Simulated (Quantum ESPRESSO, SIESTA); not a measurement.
## Equation of state of rutile-structure PbO2 (space group 136): energy against volume (SIESTA, PBE)

```
PbO2
1.0
    4.96536     0.00000     0.00000
    0.00000     4.96536     0.00000
    0.00000     0.00000     3.39366
Pb O
2 4
Direct
  0.00000   0.00000   0.00000
  0.50000   0.50000   0.50000
  0.30700   0.30700   0.00000
  0.80700   0.19300   0.50000
  0.19300   0.80700   0.50000
  0.69300   0.69300   0.00000
```

Level of theory: GGA PBE, numerical atomic orbitals DZP, PseudoDojo PBE standard norm-conserving potentials (rewritten from UPF to PSML) in SIESTA. Settings: XC.functional = GGA; XC.authors = PBE; potentials = PseudoDojo PBE standard; PAO.BasisSize = DZP; PAO.EnergyShift = 0.01 Ry; MeshCutoff = 390 Ry; kgrid.MonkhorstPack = 14 14 20; OccupationFunction = FD; ElectronicTemperature = 580.23 K; MaxSCFIterations = 150; SCF.Mixer.Method = Broyden; SCF.Mixer.Weight = 0.1; SCF.Mixer.History = 8; SCF.DM.Tolerance = 1.0E-05. The cell above is the first row's. The rows scale it uniformly. In all rows fractional positions and the k mesh are held. E is the free energy at the stated smearing, counted from the lowest row.

| V (Å^3/atom) | E (meV/atom) |
|---|---|
| 13.9450 | 44.01 |
| 14.2481 | 23.70 |
| 14.5513 | 10.12 |
| 14.8544 | 2.36 |
| 15.1576 | 0.00 |
| 15.4608 | 2.26 |
| 15.7639 | 8.77 |
| 16.0671 | 18.91 |
| 16.3702 | ? |

Q: Fit E against V with the third-order Birch-Murnaghan form, a cubic in V^(-2/3), and predict the withheld value at V = 16.3702.

A: With u = V^(-2/3) - 0.165, the rows have u = 0.007605, 0.005149, 0.002777, 0.000487, -0.001728, -0.003869, -0.005941, -0.007949. Least squares gives E = 1.447 + 1706.41·u + 501624·u² + 1306495·u³. Residuals (row less fit): -0.001, -0.011, 0.038, -0.037, 0.011, -0.018, 0.030, -0.012; standard error 0.033 (degrees of freedom: 4). Its minimum lies at u = -0.001712, so V0 = (0.163288)^(-3/2) = 15.16. There d²E/du² = 989800 and d³E/du³ = 7839000, so B0 = (4/9) × 15.16^(-7/3) × 989800 × 0.160218 = 124 GPa (the last factor turns the table's units into GPa), and B0' = 4 + (2/3) × 0.163288 × (7839000)/989800 = 4.9. The program's pressures in the fitted runs (not shown) pass through zero at V = 15.15, 0.01 % from this V0. At the withheld row, u = -0.009893, so E = 1.447 + 1706.41 × (-0.009893) + 501624 × (-0.009893)² + 1306495 × (-0.009893)³ = 32.395 meV/atom. The calculation gives 32.11 meV/atom, 0.285 meV/atom below the prediction (0.6 % of the range of E in the table). The row lies outside the fitted rows, so this is an extrapolation. From the scatter of the fitted rows alone, a prediction at this place has a standard error of 0.080 meV/atom, so the miss is 3.5 times that.

Carrying the step between the two nearest rows on in a straight line would have given 29.05, off by 3.06; series whose last step already gives the withheld value aren't shown. The reference cell has the volume at which an earlier scan in this program and functional put its minimum by a fit (its basis settings may differ); axis ratios and inner coordinates come from a measured-size cell. The runs keep the symmetry of the cell, so they don't test it for distortions. A plane-wave scan with the same functional (Quantum ESPRESSO, GBRV) gives V0 = 14.73 Å^3/atom and B0 = 122 GPa; a Birch-Murnaghan fit to all rows here lies 2.9 % from it in V0 and 2 % in B0; the two differ in basis, and may differ in potentials and mesh. The PBE file for Pb was generated anew from PseudoDojo's inputs, some of which were changed. Values carry the incompleteness of an atom-centred basis. Spin-orbit coupling is off. The shape of the cell and the inner coordinates aren't relaxed, so V0 and B0 belong to this uniform scaling; a relaxed crystal lies no higher in energy and is usually softer (forces reach 0.33 eV/Å in these rows). Cutoffs and mesh are single choices, not tested for convergence of this quantity. Series with a scatter that would blur these digits, or in which a gap closes, are not shown. Nor are scans whose minimum lies at an end fitted in this form.

Terms beyond the fitted order, or numerical noise in single rows, can give a miss of this size; the table doesn't tell which.
